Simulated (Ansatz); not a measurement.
The parent structure is a 24-atom supercell of BeS in the zinc blende structure (space group F-43m, No. 216; a = 4.838 Å) at its relaxed geometry.

Computed with PBEsol (Ansatz, a first-principles code), without spin-orbit coupling.

Base values:

```
Quantity               Result
--------------------  -------
Gap of the supercell  2.91 eV
```

Modification: one Be atom is replaced by S, atoms relaxed at fixed cell, starting from a slightly rattled geometry.

Q: How does this affect the total moment of the cell, shift of the substituted atom off its lattice site, largest displacement of a host atom from its site in the perfect cell and gap of the supercell?

A: The total moment of the cell is 0.0 μB; the shift of the substituted atom off its lattice site is 0.74 Å; the largest displacement of a host atom from its site in the perfect cell is 0.39 Å; the gap of the supercell drops by 2.384 eV (2.91 eV → 0.52 eV).

The magnetic state is the one reached from the starting moments; the real material's order can differ, and small cells can't hold many antiferromagnetic ones. In so small a cell the defect repeats every few ångströms: this is an ordered compound, not a dilute defect. Seeded moments were not kept for S on a Be site (antisite). The defect cell is spin-polarised and ends with 0.0 μB.
